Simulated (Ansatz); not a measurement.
Given:

```yaml
crystal:
  lattice:
    - [0.00000, 2.99740, 2.99740]
    - [2.99740, 0.00000, 2.99740]
    - [2.99740, 2.99740, 0.00000]
  atoms:
    - { symbol: Li, position: [0.00000, 0.00000, 0.00000] }
    - { symbol: Zn, position: [0.25000, 0.25000, 0.25000] }
    - { symbol: Zn, position: [0.75000, 0.75000, 0.75000] }
    - { symbol: Zn, position: [0.50000, 0.50000, 0.50000] }
```

The numbers are results of PBEsol, DFPT electron-phonon coupling, linearised Boltzmann equation (plane waves, PAW, scalar-relativistic; Ansatz, an electronic-structure program), not measurements. Cell: relaxed with this functional, without spin-orbit coupling.

What phonon-limited resistivity does this give at 300 K?

6.0 μΩ·cm.

How long is the mean free path there?

16.3 nm, weighted by the current that each state carries. Wires not much wider than this gain resistivity from their walls.

A metal at this level (no band gap). Only scattering by harmonic phonons is included (no impurities, grain boundaries, electron-electron scattering or thermal expansion). Spin-orbit coupling is left out. The squared frequency of the phonon mode least converged on the k mesh is uncertain by 13 %. The run warned that the eigensolver left some states short of its tolerance. Halving the electron mesh (24x24x24) moves the resistivity by up to 9 % at 300 K, the mean free path by up to 4 %. Smearing 0.20 eV; phonons on a 4x4x4 q mesh, which this run doesn't test.

Computed structure with no diffraction record at hand here (it may be known, metastable or hypothetical): LiZn3 (Fm-3m).
